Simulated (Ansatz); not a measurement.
Take KI in the rock salt structure (space group Fm-3m, No. 225; a = 7.182 Å) as the base.

Perturbation: every lattice vector is shortened by 1.00 %, atoms relaxed at fixed cell.

Calculations: PBE (Ansatz, an electronic-structure program, PAW, without spin-orbit coupling).

Base, band edges from the VBM (valence, conduction): X -0.34, 5.02; W -0.54, 6.44; L -0.30, 5.47; Γ 0.00, 3.86; K -0.35, 5.63; U -0.35, 5.63 eV.

Give the band edges at the high-symmetry points of the new zone, measured from its valence-band maximum.


```tsv
point	valence edge (eV)	conduction edge (eV)
Γ	0.00	3.92
X	-0.36	4.97
U	-0.37	5.63
K	-0.37	5.63
L	-0.32	5.51
W	-0.58	6.46
```

The gap is 3.92 eV, direct at Γ.

Spin-orbit coupling, missing from the scalar runs, can matter with I. The cells carry an imposed strain or load. Stability against distortions was not tested.
